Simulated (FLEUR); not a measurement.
Band structure of Gd3TlC (Pm-3m, 5 atoms in the cell).

```
Gd3TlC
1.0
    4.88242     0.00000     0.00000
    0.00000     4.88242     0.00000
    0.00000     0.00000     4.88242
Gd Tl C
3 1 1
Direct
  0.50000   0.00000   0.00000
  0.00000   0.50000   0.00000
  0.00000   0.00000   0.50000
  0.50000   0.50000   0.50000
  0.00000   0.00000   0.00000
```
Moments meant for the start (each program seeds them in its own way; μB, in the order of the atoms Gd Gd Gd Tl C): 7.0 7.0 7.0 0.0 0.0.

Computed with PBEsol, all-electron FLAPW (FLEUR), scalar-relativistic valence.

Settings: Kmax = 3.9 1/bohr; GmaxXC = 15.6 1/bohr; xcFunctional = PBEs; jspins = 2; l_soc = F; mode = hist; fermiSmearingEnergy = 0.00367493 Htr; mesh (inpgen div1-3) = 5 5 5; inpgen gamma flag = false; Gmax = 15.6 1/bohr; numbands = 0; maxIterBroyd = 15; imix = Anderson; alpha = 0.05.

The starting cell comes from a database of computed structures (which also holds hypothetical and non-ambient phases and stackings), without a prior relaxation at this level. Its lattice was rescaled by a random factor within 2.5 % of one. Spin-orbit coupling is off. The f electrons are in the valence without U or exact exchange, which can misplace them near the Fermi level. Spin-orbit terms, which matter for f shells, are left out. Values depend on the basis (sphere radii, cutoffs, local orbitals), which need not be converged.

Levels in eV from the Fermi level, bands 43 to 50 of the first spin channel:
```tsv
point	43	44	45	46	47	48	49	50
Γ	-0.49	-0.49	-0.49	0.16	0.16	0.16	2.28	2.28
X	-0.61	-0.61	-0.59	-0.59	-0.16	0.90	1.78	2.51
M	-1.43	-1.32	-1.32	-0.93	1.56	1.56	1.68	1.68
R	-3.71	-0.08	-0.08	-0.08	1.39	1.39	1.39	1.67
```
